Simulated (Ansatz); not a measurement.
The parent structure is PbAu₂ in the cubic Laves (MgCu2 type) structure (space group Fd-3m, No. 227; a = 7.9527 Å). Axes: x, y, z lie along the cube axes.

Modification: uniaxial stress, 8 GPa tension along x; all other stress components relax to zero.

Levels (all Ansatz, a first-principles code, PAW): PBEsol (420 eV, no spin-orbit coupling); PBEsol+SOC (420 eV, spin-orbit coupling included).

The geometry is relaxed with PBEsol.

- PBEsol pressure = -2.7 GPa

With PBEsol+SOC at the same geometry, the pressure decreases by 0.8 GPa, from -2.7 GPa to -3.5 GPa.

Single points use the geometry relaxed with PBEsol. The spin-orbit shifts are approximate. Load acts through the strain it causes; cell and atoms are relaxed under it. Beyond what the load breaks, stability against distortions was not tested. Under uniaxial stress, 8 GPa tension along x the cell changed shape so far that it is another structure.
